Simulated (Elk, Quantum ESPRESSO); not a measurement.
# Code comparison for ErAgS2 (P4/mmm, 4 atoms in the cell)

Self-consistent single point.

```
CELL_PARAMETERS angstrom
      3.91297     0.00000     0.00000
      0.00000     3.91297     0.00000
      0.00000     0.00000     5.41348
ATOMIC_POSITIONS crystal
  Er 0.50000 0.50000 0.00000
  Ag 0.00000 0.00000 0.50000
  S  0.00000 0.00000 0.00000
  S  0.50000 0.50000 0.50000
```
Moments meant for the start (each program seeds them in its own way; μB, in the order of the atoms Er Ag S S): 3.0 0.0 0.0 0.0.

All programs got the same cell, k-point mesh and kind of occupations, and the same starting moments (in Quantum ESPRESSO's words: occupations = smearing; smearing = fermi-dirac; degauss = 0.0099958 Ry; nspin = 2; K_POINTS = automatic 6 6 4 0 0 0); potentials, basis and cutoffs are each program's usual ones.

```csv
code,model,size of the net moment (μB/atom),cutoff
Quantum ESPRESSO,"PBEsol, SSSP 1.1.2 efficiency (PBE) pseudopotentials",0.66,60 Ry
Elk,"PBEsol, all-electron FP-LAPW, Elk's shipped species files, APW+lo basis with extra local orbitals",0.65,rgkmax 8
```

The spread over the programs that give each value: size of the net moment within 0.01 μB/atom.

The starting cell comes from a database of computed structures (which also holds hypothetical and non-ambient phases and stackings), without a prior relaxation at this level. On Quantum ESPRESSO's run: Spin-orbit coupling is off. With one magnetic atom in the cell only a parallel order is possible. With U or open f shells several self-consistent states can exist. The f electrons are in the valence without U or exact exchange, which can misplace them near the Fermi level. Spin-orbit terms, which matter for f shells, are left out.

Question: Why do the programs differ, and what cannot be compared?

Answer: Differences of this kind can come from the potentials, where these differ, and from what each basis and cutoff leave unconverged. The zero of total energies and Fermi levels follows the potentials and each program's conventions, so they are not compared here. Elk treats all electrons, but the usual bases taken here (sphere radii, linearisation, local orbitals, empty states) were not tested for convergence, so the values are no reference for the others. Site moments depend on each program's spheres or projections; the total moment of the cell does not.

Left out of this page: Ansatz (unsound by tests on forces, stress, charge or solver warnings); FLEUR (stopped by limits of time or memory).
